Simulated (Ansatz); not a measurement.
**WS2 under a change: Re on a W site**

Base system: a 12-atom supercell of WS2 in the 2H-MoS2 type structure (space group P6_3/mmc, No. 194; a = 3.115 Å, c = 11.773 Å; layered, stacked along the Cartesian z axis) at its relaxed geometry.

It is then changed as follows: a neutral Re on a W site, atoms relaxed at fixed cell, starting from a slightly rattled geometry.

Method: Ansatz (a first-principles code), PBEsol-D3(BJ), PAW, cutoff 420 eV, no spin-orbit coupling. Γ-centred 5×8×2 mesh, Fermi–Dirac width 0.01 eV.

| quantity | base | changed | shift |
|---|---|---|---|
| pressure | 0.0 GPa | -0.9 GPa | -0.9 GPa |
| largest displacement of a host atom from its site in the perfect cell | – | 0.08 Å | – |
| mean distance from the defect site to its nearest host atoms | 2.39 Å | 2.38 Å | -0.01 Å |

Final structure:

```
CELL_PARAMETERS angstrom
      4.67221    -2.69750     0.00000
      1.55740     2.69750     0.00000
      0.00000     0.00000    11.77307
ATOMIC_POSITIONS crystal
  Re 0.84930 0.49854 0.25070
  W  0.31746 0.99845 0.25070
  W  0.16566 0.49768 0.75076
  W  0.66616 0.99768 0.75076
  S  0.83248 0.49766 0.61697
  S  0.33278 0.99766 0.61704
  S  0.16772 0.49849 0.11326
  S  0.66571 0.99855 0.12142
  S  0.16770 0.49849 0.38813
  S  0.66569 0.99856 0.37998
  S  0.83246 0.49766 0.88455
  S  0.33278 0.99766 0.88450
```

The magnetic state is the one reached from the starting moments; the real material's order can differ, and small cells can't hold many antiferromagnetic ones. In so small a cell the defect repeats every few ångströms: this is an ordered compound, not a dilute defect. The mesh was chosen for an insulator and is coarse for the gapless case. Starting moments died away, wholly or in part, for Re on a W site; another magnetic solution may exist. The defect cell is spin-polarised and ends with 0.0 μB.
